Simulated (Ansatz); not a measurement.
Here is the system:

```
CELL_PARAMETERS angstrom
      0.00000     2.96331     2.96331
      2.96331     0.00000     2.96331
      2.96331     2.96331     0.00000
ATOMIC_POSITIONS crystal
  S  0.75000 0.75000 0.75000
  Cd 0.00000 0.00000 0.00000
```

A single point on CdS, its geometry relaxed with PBE.

Level of theory: Kohn–Sham DFT with the PBE functional, run in Ansatz (a quantum-chemistry and plane-wave program) with PAW and 420 eV plane waves, spin-orbit coupling included. Settings: 10×10×10 k-points, 0.05 eV Fermi–Dirac smearing.

What is the computed hole mass (degenerate bands, along [100])?

0.17, 0.95 mₑ (at Γ).

What gap character does the calculation give?

Direct at Γ.

Predict the pressure.

-0.05 GPa.

Single points use the geometry relaxed with PBE. Effective masses come from finite differences of ±0.01 Å⁻¹. Whether these cells are dynamically stable was not tested. The cell is CdS in the zinc blende structure (space group F-43m, No. 216).
